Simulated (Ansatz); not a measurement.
Here is the system:

End structure of a constructed model of the (110) surface of bcc Fe, ferromagnetic, a pseudomorphic layer of Al in the host's stacking (bottom of the slab: a bare face, its two planes held):

```yaml
crystal:
  lattice:
    - [2.45146, 0.00000, 0.00000]
    - [-0.81715, 2.31126, 0.00000]
    - [0.00000, 0.00000, 28.50000]
  atoms:
    - { symbol: Fe, position: [0.50000, 0.50000, 0.28512] }
    - { symbol: Fe, position: [0.00000, 0.00000, 0.35535] }
    - { symbol: Fe, position: [0.50000, 0.50000, 0.42585] }
    - { symbol: Fe, position: [0.00000, 0.00000, 0.49586] }
    - { symbol: Fe, position: [0.50000, 0.50000, 0.56648] }
    - { symbol: Fe, position: [0.00000, 0.00000, 0.63695] }
    - { symbol: Al, position: [0.50000, 0.50000, 0.71039] }
```

Set-up: 7 atoms, 12.2 Å thick at the start; mesh 16x16x1; 0.1 eV smearing; dipole correction on; 2 atoms held, the rest relaxed; held to the start's symmetry, so lower structures may exist; spin-polarised, ending with about 13.5 μB a cell; orders that need a larger cell were not tried, no spin-orbit, no U. It is one candidate, not shown to be the stable structure of the face.

**Question.** Predict the work function of the top face from PBE run with Ansatz (a program for electronic structure).

**Answer.** 4.20 eV
